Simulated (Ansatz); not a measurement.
**Pb: tensor shear ε_xy = +0.86 %**

Base system: Pb in the fcc (Cu type) structure (space group Fm-3m, No. 225; a = 4.934 Å; relaxed with 0.1 eV smearing). Axes: x, y, z lie along the cube axes.

It is then changed as follows: a pure shear with ε_xy = ε_yx = 0.0086, atoms relaxed at fixed cell.

Level of theory: PBEsol/PAW in Ansatz (a quantum-chemistry and plane-wave program), without spin-orbit coupling. Settings: 23×23×23 k-points, 0.1 eV Fermi–Dirac smearing.

* **Volume per atom**: 30.03 Å³ (base 30.03 Å³)
* **Space group**: Immm (No. 71) (base Fm-3m (No. 225))
* **Shortest interatomic distance**: 3.459 Å (base 3.489 Å)
* **Energy relative to the base (free energy F)**: +0.6 meV/atom
* **Pressure (mean of the normal stresses, compression positive)**: 0.0 GPa (base 0.0 GPa)
* **Band gap**: zero (base zero)
* **Stress (xx, yy, zz, yz, xz, xy; compression positive)**: (0.0, 0.0, 0.0, 0.0, 0.0, -0.3) GPa

Final structure:

```
CELL_PARAMETERS angstrom
      0.02122     2.46707     2.46707
      2.46707     0.02122     2.46707
      2.48829     2.48829     0.00000
ATOMIC_POSITIONS crystal
  Pb 0.00000 0.00000 0.00000
```

The cells carry an imposed strain or load. Whether these cells are dynamically stable was not tested.
